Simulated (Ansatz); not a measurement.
The starting structures come from a database of crystals and need not be the phases stable at ambient conditions.

**Evanescent states of CsLiCl2 (P4/nmm, not sure to be the ambient phase, 8 atoms a cell, 28.4 Å³ an atom) along the normal of (100)**

Computed with r2SCAN (plane waves, PAW; Ansatz, a program for electronic structure).

No gap correction and no spin-orbit coupling; mid-gap values are interpolated between computed energies.

Energies count from the valence-band top; κ is the least over a 6×4 mesh across the current.

```tsv
E (eV)	κ (1/Å)	where
0.14	0.164	off Γ
0.41	0.274	off Γ
0.68	0.342	off Γ
0.94	0.390	Γ
1.22	0.411	Γ
1.49	0.426	Γ
1.75	0.435	Γ
2.02	0.441	Γ
2.29	0.443	Γ
2.56	0.441	Γ
2.83	0.437	Γ
3.10	0.430	Γ
3.38	0.421	Γ
3.65	0.409	Γ
3.92	0.393	Γ
4.18	0.375	Γ
4.46	0.352	Γ
4.72	0.326	Γ
5.00	0.293	Γ
5.26	0.252	Γ
5.54	0.198	Γ
5.80	0.111	Γ
```

Task: How thick must the barrier be to attenuate the transmission by 10^6 when the electrodes' Fermi level lies at 5.26 eV, and what attenuation does that film give at 5.54 eV?

Result: d = 6 ln 10 / (2 × 0.252) = 27.4 Å. At 5.54 eV it gives 6 × 0.198/0.252 = 4.7 decades.
